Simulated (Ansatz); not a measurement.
C11b MoSi2, treated with PBE-D4 (PAW; Ansatz, a program for electronic structure).

Settings: plane-wave cutoff 520 eV, 24×24×24 k mesh, Fermi–Dirac smearing 0.05 eV, no spin polarisation, scalar-relativistic PAW data made under PBE.

A third-order Birch–Murnaghan fit to the energies gives V0 = 13.188 Å³/atom, B0 = 220 GPa, B′ = 4.4.

| V (Å³/atom) | P (GPa) |
|---|---|
| 12.660 | … |
| 12.924 | 4.65 |
| 13.188 | 0.00 |
| 13.452 | -4.17 |
| 13.715 | … |

Task: Estimate the withheld pressures from this fit; the answers are the runs' own values.

Result: 
- 12.660, P (GPa): 9.83
- 13.715, P (GPa): -7.91

The formula P = (3/2) B0 (x^(7/3) − x^(5/3)) [1 + (3/4)(B′ − 4)(x^(2/3) − 1)] with x = V0/V meets the computed pressures within 0.01 GPa when these rounded values are put in.

Shape and atoms are relaxed at each volume.

Measured, for comparison: bulk modulus 222 ± 2 GPa (room temperature, not corrected to a static lattice, B' = 4; as tabulated in Structural stability of MoSi2 and Mo5Si3 under high pressure, Chin. Phys. B 26 …). Computed less measured: bulk modulus -0.9 % (inside the measured uncertainty).

Static lattice: no zero-point or thermal effects.
